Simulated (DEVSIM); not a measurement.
System: Schottky contact on n-type Ge, at 300 K.

Layer 1 from the left is Ge, thickness (μm) 4.10, Nd (cm⁻³) 2.6e17, τn (s) 2.1e-5, τp (s) 2.1e-5.

Left contact: Schottky, work function 4.25 eV, emission velocity 1.1e7 cm/s. Right contact: ohmic. Voltage is applied to the left contact. Recombination: SRH at mid-gap, radiative, Auger. Mobility is constant in doping.

Constants are typed, rounded textbook-type inputs, not results; the design itself was drawn at random and stands for no fabricated device. Values at 300 K.

Ge: gap (eV) 0.664, affinity (eV) 4, permittivity 16, Nc (cm⁻³) 1.04e19, Nv (cm⁻³) 6e18, μn (cm²/Vs) 3900, μp (cm²/Vs) 1900, B (cm³/s) 6.4e-14, Cn (cm⁶/s) 1e-31, Cp (cm⁶/s) 1e-31.

Q: Estimate by hand the built-in potential, the peak field at zero bias, and compare with a numerical solution.

A: 
- Built-in potential: barrier φB = 0.250 eV; Vbi = φB − kT/q ln(N_band/N) = 0.155 V; numerical 0.155 V.
- Peak field at zero bias: depletion approximation: W = √(2εVbi/(qN)) = 0.0324 μm with N = 2.60e17 cm⁻³; field = 2Vbi/W = 95400 V/cm; numerical 85600 V/cm (estimate above by 11 %).

Model (solved in DEVSIM): 1D drift-diffusion, Boltzmann statistics, complete ionisation; no tunnelling, impact ionisation, image-force lowering or self-heating. Metal contacts follow the ideal Schottky-Mott rule: no Fermi-level pinning, no interface dipoles.
